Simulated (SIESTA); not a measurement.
# SIESTA run on MnBr₂ (P-3m1, 3 atoms in the cell): self-consistent single point

Method: SIESTA 5.4.2 with GGA PBEsol, numerical atomic orbitals DZP, PseudoDojo PBEsol standard norm-conserving potentials (rewritten from UPF to PSML).

This input was run:

```
# files in the folder: Mn.psml Br.psml (PseudoDojo PBEsol standard)
SystemName  MnBr2
SystemLabel siesta

NumberOfAtoms                3
NumberOfSpecies              2
%block ChemicalSpeciesLabel
  1 25 Mn
  2 35 Br
%endblock ChemicalSpeciesLabel
LatticeConstant              3.909360 Ang
%block LatticeVectors
     1.000000000    0.000000000    0.000000000
    -0.500000000    0.866025385    0.000000000
     0.000000000    0.000000000    1.674690486
%endblock LatticeVectors
AtomicCoordinatesFormat      Fractional
%block AtomicCoordinatesAndAtomicSpecies
     0.000000000    0.000000000    0.000000000  1
     0.333333000    0.666667000    0.232130000  2
     0.666667000    0.333333000    0.767870000  2
%endblock AtomicCoordinatesAndAtomicSpecies

XC.functional                GGA
XC.authors                   PBEsol
PAO.BasisSize                DZP
PAO.EnergyShift              0.01 Ry
MeshCutoff                   300 Ry
%block kgrid.MonkhorstPack
    6   0   0  0.0
    0   6   0  0.0
    0   0   3  0.0
%endblock kgrid.MonkhorstPack
OccupationFunction           FD
ElectronicTemperature        580.23 K
Spin                         polarized
%block DM.InitSpin
  1 +4.00
  2 +0.00
  3 +0.00
%endblock DM.InitSpin

MaxSCFIterations             150
SCF.Mixer.Method             Broyden
SCF.Mixer.Weight             0.1
SCF.Mixer.History            6
SCF.DM.Tolerance             1.0E-04
Diag.ParallelOverK           true
WriteForces                  true
Charge.Mulliken              end
```

Log, with long lists cut:

```
reinit: Reading from file input.fdf

reinit: System Name: MnBr2
reinit: System Label: siesta

NOTE on units for spin output:
{S} is the spin magnetic moment, in units of the Bohr magneton,
assuming a g-factor for the electron spin of exactly 2.
The spin magnetic moment is then numerically equal to the charge inbalance,
in units of electrons, between the spin-up and -down channels.

coor:   Atomic-coordinates input format  =     Fractional

siesta: Atomic coordinates (Bohr) and species
siesta:      0.00000   0.00000   0.00000  1        1
siesta:     -0.00000   4.26525   2.87191  2        2
siesta:      3.69381   2.13262   9.50007  2        3

siesta: System type = bulk

initatomlists: Number of atoms, orbitals, and projectors:      3    45    54

siesta: ******************** Simulation parameters ****************************
redata: Spin configuration                          = collinear
redata: Time-Reversal Symmetry                      = T
redata: Number of Atomic Species                    =        2
redata: Mesh Cutoff                                 =   300.0000 Ry
redata: Net charge of the system                    =     0.0000 |e|
redata: Min. number of SCF Iter                     =        0
redata: Max. number of SCF Iter                     =      150
redata: SCF convergence failure will abort job
redata: SCF mix quantity                            = Hamiltonian
redata: Mix DM or H after convergence               =   F
redata: Recompute H after scf cycle                 =   F
redata: Mix DM in first SCF step                    =   T
redata: No kicks to SCF
redata: DM Mixing Weight for Kicks                  =     0.5000
redata: Require Harris convergence for SCF          =   F
redata: Harris energy tolerance for SCF             =     0.000100 eV
redata: Require DM convergence for SCF              =   T
redata: DM tolerance for SCF                        =     0.000100
   [... lines left out ...]
diag: Used triangular part                          = Lower
diag: Absolute tolerance                            =  0.100E-15
diag: Orthogonalization factor                      =  0.100E-05
diag: Memory factor                                 =  1.0000

superc: Internal auxiliary supercell:     5 x     5 x     3  =      75
superc: Number of atoms, orbitals, and projectors:    225   3375   4050

                        Single-point calculation

superc: Internal auxiliary supercell:     5 x     5 x     3  =      75
superc: Number of atoms, orbitals, and projectors:    225   3375   4050

outcell: Unit cell vectors (Ang):
        3.909360    0.000000    0.000000
       -1.954680    3.385605    0.000000
        0.000000    0.000000    6.546968

outcell: Cell vector modules (Ang)   :    3.909360    3.909360    6.546968
outcell: Cell angles (23,13,12) (deg):     90.0000     90.0000    120.0000
outcell: Cell volume (Ang**3)        :     86.6527
new_DM -- step:     1
Initializing Density Matrix...

Attempting to read DM from file... Failed...
DM filled with atomic data (user-defined):

InitMesh: MESH = 36 x 36 x 72 = 93312
InitMesh: Mesh cutoff (required, used) =   300.000   312.489 Ry

stepf: Fermi-Dirac step function
        iscf     Eharris(eV)        E_KS(eV)     FreeEng(eV)     dDmax    Ef(eV) dHmax(eV)
   scf:    1    -3814.696739    -3812.536447    -3812.536447  0.719535 -1.139897 14.068152
     spin moment: {S} , |S| = {        0.0        0.0    5.00000 }     5.00000
   scf:    2    -3815.412899    -3814.069992    -3814.069992  0.103433 -1.936647  9.996067
     spin moment: {S} , |S| = {        0.0        0.0    5.00000 }     5.00000
   scf:    3    -3815.705424    -3815.447100    -3815.447100  0.223201 -3.646046  0.495742
     spin moment: {S} , |S| = {        0.0        0.0    5.00000 }     5.00000
   scf:    4    -3815.491833    -3815.483256    -3815.483256  0.012779 -3.538618  1.106155
     spin moment: {S} , |S| = {        0.0        0.0    5.00000 }     5.00000
   scf:    5    -3815.502674    -3815.498471    -3815.498471  0.037709 -3.728331  0.289830
     spin moment: {S} , |S| = {        0.0        0.0    5.00000 }     5.00000
   scf:    6    -3815.479502    -3815.493443    -3815.493443  0.008448 -3.610808  0.638063
   [... lines left out ...]
   scf:    8    -3815.501187    -3815.500451    -3815.500451  0.002324 -3.675934  0.095647
     spin moment: {S} , |S| = {        0.0        0.0    5.00000 }     5.00000
   scf:    9    -3815.500702    -3815.500643    -3815.500643  0.001728 -3.689293  0.001547
     spin moment: {S} , |S| = {        0.0        0.0    5.00000 }     5.00000
   scf:   10    -3815.500643    -3815.500643    -3815.500643  0.000037 -3.689412  0.001478
     spin moment: {S} , |S| = {        0.0        0.0    5.00000 }     5.00000
   scf:   11    -3815.500643    -3815.500643    -3815.500643  0.000027 -3.689454  0.001276
     spin moment: {S} , |S| = {        0.0        0.0    5.00000 }     5.00000
   scf:   12    -3815.500643    -3815.500643    -3815.500643  0.000024 -3.689474  0.001078
     spin moment: {S} , |S| = {        0.0        0.0    5.00000 }     5.00000
   scf:   13    -3815.500644    -3815.500643    -3815.500643  0.000021 -3.689505  0.000927
     spin moment: {S} , |S| = {        0.0        0.0    5.00000 }     5.00000
SCF Convergence by DM+H criterion
max |DM_out - DM_in|         :     0.0000214695
max |H_out - H_in|      (eV) :     0.0009265146
SCF cycle converged after 13 iterations

Using DM_out to compute the final energy and forces

siesta: E_KS(eV) =            -3815.5006

siesta: E_KS - E_eggbox =     -3815.5006

siesta: Atomic forces (eV/Ang):
     1   -0.000000    0.000000   -0.000000
     2    0.000000   -0.000000   -0.337299
     3   -0.000000    0.000000    0.337299
   Tot   -0.000000    0.000000   -0.000000
   Max    0.337299
   Res    0.159004    sqrt( Sum f_i^2 / 3N )
   Max    0.337299    constrained

Stress tensor Voigt[x,y,z,yz,xz,xy] (kbar):       51.36       51.40       46.77       -0.00        0.00        0.04
(Free)E + p*V (eV/cell)    -3818.1964
Target enthalpy (eV/cell)    -3815.5006

siesta: Program's energy decomposition (eV):
siesta: Ebs     =      -674.626264
siesta: Eions   =      5436.979500
siesta: Ena     =       885.872174
siesta: Ekin    =      1572.865309
siesta: Enl     =       -90.232821
siesta: Eso     =         0.000000
siesta: Edftu   =         0.000000
siesta: DEna    =        28.504322
siesta: DUscf   =         0.768940
siesta: DUext   =         0.000000
siesta: Ex      =      -723.976402
siesta: Ec      =       -52.322665
siesta: Exc     =      -776.299066
siesta: Eharris =     -3815.500644
siesta: Etot    =     -3815.500643
siesta: FreeEng =     -3815.500643

siesta: Atomic forces (eV/Ang):
siesta:      1   -0.000000    0.000000   -0.000000
siesta:      2    0.000000   -0.000000   -0.337299
siesta:      3   -0.000000    0.000000    0.337299
siesta: ----------------------------------------
siesta:    Tot   -0.000000    0.000000   -0.000000

siesta: Stress tensor (static) (eV/Ang**3):
siesta:     0.032053    0.000027    0.000000
siesta:     0.000027    0.032084   -0.000000
siesta:     0.000000   -0.000000    0.029193

siesta: Cell volume =         86.652714 Ang**3

siesta: Pressure (static):
siesta:                Solid            Molecule  Units
siesta:          -0.00033883         -0.00038840  Ry/Bohr**3
siesta:          -0.03111038         -0.03566137  eV/Ang**3
   [... lines left out ...]
siesta:         -49.84432668        -57.13581649  kBar
   [... lines left out ...]
   2  3.587   0.890   0.038   0.839   0.941   0.839   0.016  -0.038   0.016
              0.009   0.010   0.008   0.010   0.009
   3  3.587   0.890   0.038   0.839   0.941   0.839   0.016  -0.038   0.016
              0.009   0.010   0.008   0.010   0.009

mulliken: Qtot =       17.000

mulliken: Spin DOWN

Species: Mn
Atom  Qatom  Qorb
               3s      4s      4s      3py     3pz     3px     4py     4pz
               4px     3dxy    3dyz    3dz2    3dxz    3dx2-y2 3dxy    3dyz
               3dz2    3dxz    3dx2-y2
   1  5.010   1.001   0.400  -0.104   1.003   1.002   1.003   0.143   0.136
              0.143   0.066   0.094   0.027   0.094   0.066  -0.012  -0.016

             -0.007  -0.016  -0.012

Species: Br
Atom  Qatom  Qorb
               4s      4s      4py     4pz     4px     4py     4pz     4px
               4Pdxy   4Pdyz   4Pdz2   4Pdxz   4Pdx2-y2
   2  3.495   0.892   0.035   0.846   0.921   0.846  -0.009  -0.048  -0.009
              0.003   0.005   0.004   0.005   0.003
   3  3.495   0.892   0.035   0.846   0.921   0.846  -0.009  -0.048  -0.009
              0.003   0.005   0.004   0.005   0.003

mulliken: Qtot =       12.000

Mulliken Atomic Populations:
Atom #   charge [q] valence [e]      Sz [e]  Species
     1     0.163231   14.836769    4.815858  Mn
     2    -0.081615    7.081615    0.092071  Br
     3    -0.081615    7.081615    0.092071  Br
 Total    -0.000000                5.000000
```

The run converged in 13 iterations.

The starting cell comes from a database of computed structures (which also holds hypothetical and non-ambient phases and stackings), without a prior relaxation at this level. Its lattice was rescaled by a random factor within 2.5 % of one. With one magnetic atom in the cell only a parallel order is possible. Values carry the incompleteness of an atom-centred basis. With a pressure of about -5 GPa the cell is away from its equilibrium volume at this level.
